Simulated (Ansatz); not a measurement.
Input:

```
MgO
1.0
    0.00000     2.10219     2.15663
    2.10219     0.00000     2.15663
    2.10219     2.10219     0.00000
O Mg
1 1
Direct
  0.00000   0.00000   0.00000
  0.50000   0.50000   0.50000
```

No spin polarisation.

All numbers come from r2SCAN (Ansatz, a quantum-chemistry and plane-wave program, PAW, no spin-orbit coupling). k-mesh 13×13×13 (Γ-centred); smearing 0.05 eV (Fermi–Dirac).

Question: Predict the space group, stress, hole mass and band gap.

Answer: 
* **Space group**: I4/mmm (No. 139)
* **Stress (xx, yy, zz, yz, xz, xy; compression positive)**: (-2.32, -2.32, -6.86, 0.00, 0.00, 0.00) GPa
* **Hole mass**: 0.40 mₑ along z, 2.2 mₑ across (at Γ)
* **Band gap**: 5.39 eV

The cells carry an imposed strain or load. Effective masses come from finite differences of ±0.01 Å⁻¹. Whether these cells are dynamically stable was not tested. The cell was made from MgO in the rock salt structure (space group Fm-3m, No. 225) by this change: uniaxial strain ε_zz = +2.59 %.
